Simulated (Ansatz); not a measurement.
Start from BeS in the zinc blende structure (space group F-43m, No. 216; a = 4.796 Å).

Method: LDA (Ansatz, a quantum-chemistry and plane-wave program, PAW, no spin-orbit coupling).

For the base:

| Item | Result |
|---|---|
| Lattice parameter a | 4.796 Å |
| Smallest direct gap | 5.49 eV |
| Electron mass | 0.80 mₑ along k, 0.28 mₑ across (at X) |
| Width of the top valence band | 3.57 eV |

Perturbation: cell and atoms relaxed at a pressure of 30 GPa.

**Question.** What does the calculation give for the lattice parameter a, smallest direct gap, electron mass and width of the top valence band after the change?

**Answer.** The lattice parameter a falls by 0.3115 Å (4.796 Å → 4.485 Å); the smallest direct gap drops by 0.20 eV, from 5.49 eV to 5.29 eV; the electron mass becomes 0.75 mₑ along k, 0.25 mₑ across (at X) (base: 0.80 mₑ along k, 0.28 mₑ across (at X)); the width of the top valence band rises by 1.15 eV, from 3.57 eV to 4.72 eV.

Load acts through the strain it causes; cell and atoms are relaxed under it. Masses are band curvatures over ±0.01 Å⁻¹ around the edge. Along k means along the line from Γ to the band edge. Stability against distortions was not tested. Competing high-pressure phases were not computed.
